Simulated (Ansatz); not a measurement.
An Ansatz (a first-principles code) input (Kohn–Sham DFT with the LDA functional, run in Ansatz with PAW and 420 eV plane waves, no spin-orbit coupling):

Ansatz 0.2 input:
```yaml
crystal:
  lattice:
    - [3.1893126421, 0, 0]
    - [0, 3.1893126421, 0]
    - [1.5946563211, -1.5946563211, 1.5363152362]
  atoms:
    - { symbol: Mo, position: [0, 0, 0] }
basis: { ecutwfc: 420, ecutrho_ratio: 4, xc_grid: 2, fft_grid_basis: typed }
kpoints: { mp_grid: { grid: [30, 30, 30] } }
hamiltonian:
  xc: lda
  dispersion: none
  pseudopotentials: { kind: paw }
scf: { occupations: { method: fermi_dirac, width: 0.1 } }
relax: { f_tol: 0.005, max_steps: 50, cell: { stress_tol: 0.01, fix: [a, b, gamma] } }
output: { forces: true, stress: true }
checkpoint: { write: state.ck, write_every: 1000 }
```

Q: Which symmetry and how many k-points will the program report, and about how many plane waves at Γ?

A: Space group I4/mmm (ITA 139) with 16 operations, k-points 1992 of 27000, and 321 plane waves at Γ.

Q: And the final pressure?

A: -8.61 GPa (compression positive).

The cells carry an imposed strain or load. Whether these cells are dynamically stable was not tested. The final runs are not spin-polarised. The cell was made from Mo in the bcc (W type) structure (space group Im-3m, No. 229) by this change: biaxial strain +2.50 %, plane normal [001], relaxed out of plane.
